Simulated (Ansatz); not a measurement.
For CsCl-type RuAl, rVV10 (Ansatz, a program for electronic structure, PAW) gives:

```
Quantity                                Result
------------------------------  --------------
equilibrium lattice constant a         3.019 Å
enthalpy of formation           -0.634 eV/atom
```

Question: What does r²SCAN (Ansatz, PAW) give for the same quantities?

Answer: 
- lattice constant a: 2.982 Å (shrinks by 1.2 %)
- formation enthalpy: -0.714 eV/atom (moves by -0.080 eV/atom)

For comparison: lattice constant a 2.992 Å (measured, temperature not stated, copied from a table, unchecked, not corrected to a static lattice; as tabulated in Acta Metallurgica 41, 863 (1993)); formation enthalpy -0.644 ± 0.02 eV/atom (measured, 298 K, copied from a table, unchecked, no zero-point or thermal correction; as tabulated in Wang et al. (2021), doi:10.1038/s41598-021-94550-5).

Changes are worked out from the printed values.

Unless a cell is named, each level is at its own relaxed cell (rVV10 13.76, r²SCAN 13.26 Å³/atom).

Ansatz's density-functional and Hartree–Fock values are scalar-relativistic unless marked +SOC, with PAW data made under PBE.
